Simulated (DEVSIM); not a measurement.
Device: illuminated GaAs p-on-n cell, one wavelength, at 250 K.

```csv
layer (left to right),material,thickness (μm),Nd (cm⁻³),Na (cm⁻³),τn (s),τp (s),absorption coefficient (cm⁻¹)
1,GaAs,0.670,-,5.9e17,1.7e-11,9.9e-11,31000
2,GaAs,3.10,2.4e15,-,6.6e-10,6.6e-10,31000
```

Left contact: ohmic, minority electron recombination velocity 20000 cm/s. Right contact: ohmic, minority hole recombination velocity 10000 cm/s. Voltage is applied to the left contact. Recombination: SRH at mid-gap, radiative, Auger. Light enters at the left, 2.4e18 photons cm⁻² s⁻¹, one pass, no reflection. Mobility is constant in doping.

The device is made up for the run: typed textbook-type constants, with dimensions and the other settings drawn at random. Values at 300 K; Nc and Nv go as T^1.5, mobilities as T to minus their exponent, the gap by Varshni's rule with the affinity fixed.

```csv
parameter,GaAs
gap (eV),1.424
affinity (eV),4.07
permittivity,12.9
Nc (cm⁻³),4.7e17
Nv (cm⁻³),9e18
μn (cm²/Vs),8500
μp (cm²/Vs),400
T exponent of μn,2.1
T exponent of μp,2.2
B (cm³/s),2e-10
Cn (cm⁶/s),1e-30
Cp (cm⁶/s),1e-30
Varshni α (eV/K),0.000541
Varshni β (K),204
```

Simulated with DEVSIM: 1D drift-diffusion, Boltzmann statistics, complete ionisation; no tunnelling, impact ionisation, image-force lowering or self-heating.

The photon flux was swept, all else fixed.

```tsv
photon flux (cm^-2 s^-1)	fill factor	largest power (mW/cm²)	short-circuit current (mA/cm²)	open-circuit voltage (V)
7.2e16	0.82	6.52	8.61	0.919
2.4e17	0.83	23.0	28.7	0.962
7.2e17	0.84	72.3	86.1	0.997
2.4e18	0.85	253	287	1.033
7.2e18	0.86	790	861	1.063
2.4e19	0.87	2740	2870	1.095
7.2e19	0.87	8460	8610	1.124
```

From the first row to the last the fill factor goes from 0.82 to 0.87. From the first row to the last the largest power goes from 6.52 to 8460.
